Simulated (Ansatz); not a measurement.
We consider Ti5Te4 (I4/m, No. 87), described by PBEsol-D3(BJ) in Ansatz (plane waves, PAW).

Numerical settings: plane-wave cutoff 520 eV, 16×16×16 k mesh, Fermi–Dirac smearing 0.05 eV, no spin polarisation, scalar-relativistic PAW data made under PBE.

The volume scan:

```csv
V (Å³/atom),E − E_lowest (meV/atom),P (GPa)
18.724,9.63,4.12
19.115,2.30,1.94
19.505,0.00,-0.01
19.895,2.18,-1.74
20.285,8.34,-3.29
```

### Question
Estimate the bulk modulus and its pressure derivative from these points.

### Answer
V0 = 19.503 Å³/atom, B0 = 91.9 GPa, B′ = 4.8 (fit to the energies at full precision).

Shape and atoms are relaxed at each volume.

Note: the volume lies 10 % below that of the published cell; the bulk modulus comes from volumes at which shape and atoms were relaxed.

Spin–orbit coupling is not included; it can open a gap where bands touch, and shift volumes and moduli.

Computed values are for the static lattice.

The result took around 5 core-hours (rough).

Ansatz is a first-principles code.
